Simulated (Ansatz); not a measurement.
AlB2-type HfB₂, treated with PBEsol+SOC in Ansatz (plane waves, PAW).

Run with plane-wave cutoff 520 eV, 24×24×16 k mesh (along the axes of the cell as run), Fermi–Dirac smearing 0.05 eV, PAW data made under PBE.

Results at a series of volumes:

```csv
V (Å³/atom),E − E_lowest (meV/atom),P (GPa)
9.328,13.49,11.51
9.522,3.25,5.47
9.716,0.00,-0.01
9.911,3.08,-4.98
10.105,11.90,-9.49
```

### Question
Estimate the bulk modulus from the pressures at 9.522 and 9.911 Å³/atom, and compare it with a fit to all energies.

### Answer
B = −V dP/dV. Between V = 9.522 and 9.911 Å³/atom, dP/dV = (-4.98 − (5.47))/(9.911 − 9.522) = -26.9 GPa per Å³/atom; at the midpoint 9.716 Å³/atom this gives B ≈ 261 GPa. The third-order Birch–Murnaghan fit gives V0 = 9.716 Å³/atom, B0 = 261 GPa, B′ = 3.9, which lies within 1 % of that estimate.

Shape and atoms are relaxed at each volume.

Measured, for comparison: bulk modulus 282 GPa (room temperature, no zero-point or thermal correction, hydrostatic curve from radial diffraction; as tabulated in Experimental and computational studies of compression and deformation behavior …); equilibrium volume per atom 9.91 Å³/atom (room temperature, no zero-point or thermal correction; as tabulated in Burrage et al. (2022), doi:10.3390/ma15082762). Computed (rounded) less measured: bulk modulus -7 %, equilibrium volume per atom -1.9 %. A static lattice is as a rule a little smaller and stiffer than an uncorrected measurement, which narrows the difference in the equilibrium volume per atom and would widen misses of the other sign.

Note: the bulk modulus comes from volumes at which shape and atoms were relaxed.

The computed numbers hold no vibrational or temperature effects.

Ansatz is a first-principles code.
